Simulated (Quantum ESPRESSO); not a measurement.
**How far to go with zone-centre phonons against the mesh: Mg (P6_3/mmc, 2 atoms in the cell)**

```yaml
crystal:
  lattice:
    - [3.20037, 0.00000, 0.00000]
    - [-1.60018, 2.77160, 0.00000]
    - [0.00000, 0.00000, 5.19437]
  atoms:
    - { symbol: Mg, position: [0.33333, 0.66667, 0.25000] }
    - { symbol: Mg, position: [0.66667, 0.33333, 0.75000] }
```

Method: LDA (PZ), GBRV 1.5 ultrasoft (LDA) pseudopotentials (plane waves; Quantum ESPRESSO).

Base settings: ecutwfc = 40 Ry; ecutrho = 200 Ry; occupations = smearing; smearing = fermi-dirac; degauss = 0.0073499 Ry; potentials = {Mg: mg_lda_v1.4.uspp.F.UPF}; K_POINTS = automatic 10 10 6 0 0 0; conv_thr = 1e-09 Ry; mixing_beta = 0.3.

In this ladder: ph.x.tr2_ph = 1e-14; ph.x.fildyn = dyn.G; dynmat.x.fildyn = dyn.G; dynmat.x.asr = simple.

Frequencies are those of the unrelaxed cell, without the LO-TO term of polar crystals.

Only quantities that move along the ladder and can be compared are tabulated.

Core times come from one kind of shared machine, to one figure; runs under 30 s give none.

The starting cell has typed, rounded lattice constants, without a prior relaxation at this level. Its lattice was rescaled by up to half a per cent.

Steps (K_POINTS): automatic 3 3 2 0 0 0; automatic 4 4 2 0 0 0; automatic 5 5 3 0 0 0; automatic 6 6 3 0 0 0; automatic 7 7 4 0 0 0; automatic 9 9 5 0 0 0; automatic 11 11 6 0 0 0; automatic 14 14 8 0 0 0; automatic 17 17 10 0 0 0; automatic 22 22 12 0 0 0.

Q: What is the coarsest K_POINTS that holds the highest zone-centre frequency within 5 cm⁻¹ of the last step, with all finer ones?

A: automatic 9 9 5 0 0 0, at about 0.08 of the last step's time; the step before is off by 24 cm⁻¹.

```tsv
K_POINTS	highest zone-centre frequency (cm⁻¹)	core time / last (rough)
automatic 3 3 2 0 0 0	191.6	0.06
automatic 4 4 2 0 0 0	269.6	–
automatic 5 5 3 0 0 0	203.9	0.06
automatic 6 6 3 0 0 0	237.5	–
automatic 7 7 4 0 0 0	254.0	0.09
automatic 9 9 5 0 0 0	234.6	0.08
automatic 11 11 6 0 0 0	229.3	0.2
automatic 14 14 8 0 0 0	229.5	0.3
automatic 17 17 10 0 0 0	231.3	0.8
automatic 22 22 12 0 0 0	230.3	1
```
